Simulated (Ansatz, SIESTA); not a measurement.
Code comparison for LaPd2 (P1, 3 atoms in the cell)

Self-consistent single point, at a second geometry (atoms moved at random). First geometry:

```xyz
3
Lattice="-1.9748 1.9748 4.4069 1.9748 -1.9748 4.4069 1.9748 1.9748 -4.4069" Properties=species:S:1:pos:R:3 pbc="T T T"
La     0.0000     0.0000     0.0000
Pd     0.0000     1.9748     2.2034
Pd     1.9748     0.0000     2.2034
```

Second geometry:
```xyz
3
Lattice="-1.9748 1.9748 4.4069 1.9748 -1.9748 4.4069 1.9748 1.9748 -4.4069" Properties=species:S:1:pos:R:3 pbc="T T T"
La    -0.0161    -0.0177     0.0586
Pd     0.0134     2.0050     2.1343
Pd     1.9775    -0.0125     2.2140
```

Shared settings, as Ansatz (an electronic-structure program) writes them: kpoints.mp_grid.grid = 9 9 9; scf.occupations.method = fermi_dirac; scf.occupations.width = 0.1 eV. Potentials and cutoffs stand in the table.

| code | model | ΔF from the first geometry (meV/atom) | pressure (GPa) | largest force (eV/Å) | cutoff |
|---|---|---|---|---|---|
| SIESTA | GGA PBEsol, numerical atomic orbitals DZP, PseudoDojo PBEsol standard norm-conserving potentials (rewritten from UPF to PSML) | 16.3 | 1.31 | 0.775 | grid 400 Ry |
| Ansatz | PBEsol, PAW files made with PBE | 8.3 | -1.44 | 0.374 | default |

Size of the force on each atom (eV/Å): Sizes of forces hide their directions.

```
code      La1    Pd2    Pd3
------  -----  -----  -----
SIESTA  0.775  0.683  0.260
Ansatz  0.351  0.374  0.199
```

On Ansatz's run: spin polarisation is off.

The spread over the programs that give each value: ΔF from the first geometry within 8.0 meV/atom; pressure within 2.75 GPa; largest force within 0.401 eV/Å.

SIESTA uses small atom-centred bases, whose incompleteness enters pressures, forces and empty levels differently from a plane-wave cutoff. Ansatz's pressure is given at a fixed set of plane waves, as the other plane-wave codes print theirs.

The starting cell comes from a database of computed structures (which also holds hypothetical and non-ambient phases and stackings), without a prior relaxation at this level. Its lattice was rescaled by a random factor within 2.5 % of one. For this run, on top of that: atoms moved at random.

Keys are those of Ansatz 0.2.
